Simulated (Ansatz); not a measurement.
**Nb under a change: isotropic strain −3.00 %**

Start from Nb in the bcc (W type) structure (space group Im-3m, No. 229; a = 3.304 Å; relaxed with 0.1 eV smearing).

Now apply this change: the cell is scaled by 0.9700 in all directions; the atoms relax in the strained cell.

The values are results of r2SCAN (Ansatz, an electronic-structure program, PAW, no spin-orbit coupling), not measurements. Γ-centred 28×28×28 mesh, Fermi–Dirac width 0.1 eV.

The volume per atom falls by 1.576 Å³ (18.04 Å³ → 16.47 Å³) and the space group is still Im-3m (No. 229). The shortest interatomic distance falls by 0.086 Å (2.862 Å → 2.776 Å) and the energy grows by 86 meV/atom. The pressure goes from zero to 18.6 GPa and the band gap remains zero.

Final structure:

```
Nb
1.0
   -1.60267     1.60267     1.60267
    1.60267    -1.60267     1.60267
    1.60267     1.60267    -1.60267
Nb
1
Direct
  0.00000   0.00000   0.00000
```

Cost of the whole job for the changed cell (relaxation, final SCF and bands): very roughly 29 core-seconds.

Stability against distortions was not tested. The final runs are not spin-polarised.
